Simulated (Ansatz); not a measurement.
The starting structures come from a database of crystals and need not be the phases stable at ambient conditions.

By PBEsol, the system below comes out a metal.

Given:

```
CELL_PARAMETERS angstrom
      3.50569     0.00000     0.00000
      0.00000     3.50569     0.00000
      0.00000     0.00000     3.50569
ATOMIC_POSITIONS crystal
  Ca 0.00000 0.00000 0.00000
  Pd 0.50000 0.50000 0.50000
```

Space group of this cell: Pm-3m, CsCl type. The cell is taken as given; by PBEsol its mean pressure is -2.0 GPa.

The current flows along the normal of the first two printed cell vectors, the (001) plane of the conventional cell. No spin-orbit coupling; the value is a mean over 0.1 eV about the Fermi level.

Q: Give the ballistic conductance per area that PBEsol in Ansatz (a program for electronic structure) yields.

A: 0.42 × 10¹⁵ S/m² for both spins.
